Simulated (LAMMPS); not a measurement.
MD of Pd (fcc) with 25 % of Pd sites Pt at zero pressure over temperature, 4000 atoms; each row names its start.

All values are model results, not measurements: classical MD, pair style eam, the elements' _u3.eam files (universal-3 set of Foiles, Baskes and Daw) (LAMMPS).

```csv
"T (K), start",state,volume,enthalpy,"first peak of g(r), Pd-Pt",coordination number of Pd by Pt,D(Pd),D(Pt)
"300, crystal",crystal; no diffusion seen in 30 ps,14.9115 ± 0.0001 Å³/atom,-4.2877 ± 0.0001 eV/atom,"2.75 Å, height 7.8",2.99 (counted to 3.34 Å),-,-
"1320, crystal",crystal; no diffusion seen in 30 ps,15.4671 ± 0.0006 Å³/atom,-3.9991 ± 0.0003 eV/atom,"2.73 Å, height 3.5",3.08 (counted to 3.46 Å),-,-
"1790, melt",liquid,16.373 ± 0.002 Å³/atom,-3.7195 ± 0.0003 eV/atom,"2.67 Å, height 2.4",3.12 (counted to 3.70 Å),(4.39 ± 0.06) × 10^-5 cm²/s,(4.12 ± 0.02) × 10^-5 cm²/s
"2160, melt",liquid,16.746 ± 0.002 Å³/atom,-3.5993 ± 0.0005 eV/atom,"2.64 Å, height 2.2",3.13 (counted to 3.74 Å),(6.7 ± 0.1) × 10^-5 cm²/s,(6.1 ± 0.3) × 10^-5 cm²/s
"2630, melt",liquid,17.245 ± 0.002 Å³/atom,-3.4513 ± 0.0004 eV/atom,"2.62 Å, height 2.1",3.06 (counted to 3.74 Å),(1.07 ± 0.01) × 10^-4 cm²/s,(1.10 ± 0.04) × 10^-4 cm²/s
```

Caution (rows 300, crystal; 1320, crystal): the random arrangement on this lattice is imposed, and need not be a phase that exists in equilibrium.

Caution (rows 1320, crystal; 1790, melt; 2160, melt; 2630, melt): a run this short can hold a crystal over, or a liquid under, the potential's own melting point, which these runs don't give.

States go by the mean squared displacement: a species diffuses where it passes 1.5 Å², still rises and gives D over 1e-6 cm²/s; a crystal has left its structure where atoms lie 0.35 Å off their sites on average or a cubic box changes its shape by 3 %, or the axial ratios of another lie 8 % off the starting cell's, which the potential's own relaxation can also do.

Errors of D are the spread over four groups of atoms in one short run; a floor of about 5 %, a picked value, is safer.

Uncertainties are statistical and leave out the potential's own error.
